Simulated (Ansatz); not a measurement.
Adsorption energy and surface dipole of F on the 1x1 (101) surface of anatase TiO2 (cut with top plane O), one in a 2x1 cell, started at the site 'hollow O-O-O over O at depth 4.4 Å', worked from the runs' numbers; total energies count from the potentials' own zero.

Host crystal: anatase TiO2, with a band gap (PBE, scalar-relativistic without spin-orbit coupling).

Method: PBE (plane waves to 420 eV, PAW; Ansatz, an electronic-structure program).

Slab: 37 atoms, 9.4 Å thick at the start under the adsorbate (thin: gaps and levels are the slab's own); k 3x4x1, smearing 0.01 eV, dipole-corrected; 14 atoms held, the rest relaxed; no symmetry held; spin-polarised, ending with about 1.0 μB a cell, a value that depends on the mesh; orders that need a larger cell were not tried, no spin-orbit, no U, no dispersion correction. The slab shows no gap over 0.04 eV on its mesh. At the end it is bonded to Ti. In PBE it is, or lies within 0.03 eV of, the lowest of the starts that converged.

| quantity | value |
|---|---|
| slab with the adsorbate | -44469.258 eV |
| clean slab, same cell and mesh | -43662.869 eV |
| reference, ½ F2(g) | -805.593 eV |
| area of the cell | 39.58 Å² |
| change of the step from the bottom to the top vacuum level | 1.160 eV |

Problem. What is the adsorption energy against this reference?

Solution. E(slab + adsorbate) − E(slab) − E(reference) = -0.80 eV, so in this state the adsorbate is more stable than in the reference, at a coverage of 2.53 a nm².

Problem. What dipole does adsorption add to the slab along the outward normal (Helmholtz relation, ε₀ = 0.005526 e/(V·Å))?

Solution. p = −ε₀·A·ΔV = -0.254 e·Å = -1.22 D; its negative end points to the vacuum, which raises the vacuum level.
